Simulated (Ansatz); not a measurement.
The starting structures come from a database of crystals and need not be the phases stable at ambient conditions.

By PBEsol, the system below comes out a metal.

The ballistic (Sharvin) conductance counts the channels at the Fermi level: G/A = (e²/h) × channels of both spins per area.

Given:

```yaml
crystal:
  lattice:
    - [4.38834, 0.00000, 0.00000]
    - [0.00000, 4.38834, 0.00000]
    - [2.19417, -2.19417, 6.80509]
  atoms:
    - { symbol: La, position: [0.50000, 0.50000, 0.00000] }
    - { symbol: La, position: [0.75000, 0.75000, 0.50000] }
    - { symbol: Si, position: [0.16423, 0.33577, 0.67154] }
    - { symbol: Si, position: [0.91423, 0.08577, 0.17154] }
    - { symbol: Si, position: [0.08577, 0.91423, 0.82846] }
    - { symbol: Si, position: [0.33577, 0.16423, 0.32846] }
```

Space group of this cell: I4_1/amd. The cell is taken as given; by PBEsol its mean pressure is -2.7 GPa.

The current flows along the normal of the first two printed cell vectors, the (001) plane of the conventional cell. No spin-orbit coupling; the value is a mean over 0.1 eV about the Fermi level.

Question: Compute, with PBEsol run with Ansatz (an electronic-structure program), the ballistic conductance per area.

Answer: 0.50 × 10¹⁵ S/m² for both spins.
